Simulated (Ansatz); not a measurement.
## Hypothetical diamond Sc: pressure −1 GPa

The reference is Sc in the diamond structure (space group Fd-3m, No. 227; a = 6.258 Å; a hypothetical phase, not in the database extracts checked).

It is then changed as follows: a negative pressure, −1 GPa.

The values are results of PBEsol in Ansatz (plane waves to 420 eV, PAW, scalar-relativistic without spin-orbit coupling), not measurements. Settings: 13×13×13 k-points, 0.05 eV Fermi–Dirac smearing.

The volume per atom goes up by 2.80 Å³, from 30.63 Å³ to 33.43 Å³ and the density drops by 0.204 g/cm³, from 2.44 g/cm³ to 2.23 g/cm³. The lattice parameter a increases by 0.185 Å to 6.443 Å and the shortest interatomic distance grows by 0.080 Å (2.710 Å → 2.790 Å). The enthalpy H = E + PV relative to the base's energy amounts to -0.20 eV/atom and the band gap is still zero.

Final structure:

```
CELL_PARAMETERS angstrom
      0.00000     3.22143     3.22143
      3.22143     0.00000     3.22143
      3.22143     3.22143     0.00000
ATOMIC_POSITIONS crystal
  Sc 0.25000 0.25000 0.25000
  Sc 0.00000 0.00000 0.00000
```

Cost of the whole job for the changed cell (relaxation, final SCF and bands): about 50 core-seconds (a rough figure).

Load acts through the strain it causes; cell and atoms are relaxed under it. Whether these cells are dynamically stable was not tested. The final runs are not spin-polarised. Sc has a high density of states at the Fermi level and may be magnetic at this level.

Ansatz is an electronic-structure program.
